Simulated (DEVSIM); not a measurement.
Structure: n-channel Si fully depleted SOI MOSFET with SiON, at 250 K.

| Item | Result |
|---|---|
| Gate length | 60 nm |
| Source drain length | 48 nm |
| Dielectric thickness | 2.9 nm |
| Lateral straggle | 2 nm |
| Underlap | 0 nm |
| Body thickness | 12.6 nm |
| Buried oxide | 15 nm |
| Gate work function | 4.43 eV |
| Source and drain doping | 1.5e20 cm⁻³, Gaussian tails under the gate |
| Body doping | 7e15 cm⁻³ |
| Lifetime | 4e-7 s |
| Supply | 1.5 V |
| Back work function | 4.99 eV |
| Back or body bias | -0.5 V |

All mobilities are scaled by 0.3; velocity saturation, μ/(1 + (μE/vsat)^b)^(1/b) with b = 2 for electrons and 1 for holes and E the electric field along each mesh edge, is on. Mobility is constant in doping.

The device is made up for the run: typed textbook-type constants, with dimensions and the other settings drawn at random. Values at 300 K; Nc and Nv go as T^1.5, mobilities as T to minus their exponent, the gap by Varshni's rule with the affinity fixed.

Si: gap (eV) 1.124, affinity (eV) 4.05, permittivity 11.7, Nc (cm⁻³) 2.86e19, Nv (cm⁻³) 3.1e19, μn (cm²/Vs) 1417, μp (cm²/Vs) 470, T exponent of μn 2.3, T exponent of μp 2.2, vsat,n (cm/s) 1e7, vsat,p (cm/s) 8.4e6, Varshni α (eV/K) 0.000473, Varshni β (K) 636. SiON: gap (eV) 7, affinity (eV) 1.4, permittivity 5.5. SiO2: gap (eV) 9, affinity (eV) 0.9, permittivity 3.9.

Model (solved in DEVSIM): 2D drift-diffusion, Boltzmann statistics, complete ionisation; no quantum confinement, tunnelling, impact ionisation, self-heating, contact resistance or fringe fields beside the gate. Metal contacts follow the ideal Schottky-Mott rule: no Fermi-level pinning, no interface dipoles.

Transfer curves, |Id| in μA/μm:

| Vg (V) | Vd = 0.05 V | Vd = 1.5 V |
|---|---|---|
| -0.15 | 7.341e-9 | 2.277e-7 |
| -0.075 | 9.918e-8 | 2.586e-6 |
| 0 | 1.382e-6 | 3.049e-5 |
| 0.075 | 1.969e-5 | 0.0003716 |
| 0.15 | 0.0002851 | 0.004638 |
| 0.225 | 0.004157 | 0.05828 |
| 0.3 | 0.06021 | 0.7038 |
| 0.375 | 0.8209 | 6.900 |
| 0.45 | 7.997 | 36.55 |
| 0.525 | 34.09 | 96.88 |
| 0.6 | 75.02 | 176.0 |
| 0.675 | 121.6 | 265.8 |
| 0.75 | 170.3 | 362.2 |
| 0.825 | 219.9 | 463.1 |
| 0.9 | 270.0 | 567.4 |
| 0.975 | 320.4 | 674.1 |
| 1.05 | 370.9 | 782.8 |
| 1.125 | 421.4 | 893.1 |
| 1.2 | 471.7 | 1005 |
| 1.275 | 521.7 | 1117 |
| 1.35 | 571.3 | 1231 |
| 1.425 | 620.5 | 1345 |
| 1.5 | 669.2 | 1460 |

Work out the subthreshold swing at low drain bias from the rows at 0.15 and 0.225 V, and compare it with the thermal limit.

log10(0.004157/0.0002851) = 1.164 over 75.0 mV, so S = 64.4 mV/decade. The limit kT/q ln 10 is 49.6 mV/decade; the ratio is 1.30. This is the steepest step of the table.

Find both thresholds at the constant current 0.1 μA × (1 μm/L) a micrometre, and the DIBL.

The current is 1.67 μA/μm. Interpolating ln Id gives 0.398 V and 0.328 V; their difference over the 1.45 V of drain bias is 48 mV/V.

Give the natural length λ = √(ε_body t_body t_ox / (ε_ox)) and the gate length in units of it.

λ = 8.82 nm and L/λ = 6.8. The formula is that for thin layers, and L is the gate's length, not the shorter one between the doping tails.

Source and drain are degenerate, where Boltzmann statistics are only rough. The electric field that drives the saturation includes the junctions' built-in field, which lowers the mobility there even at small currents: subthreshold currents come out too low, a known weakness of this choice.
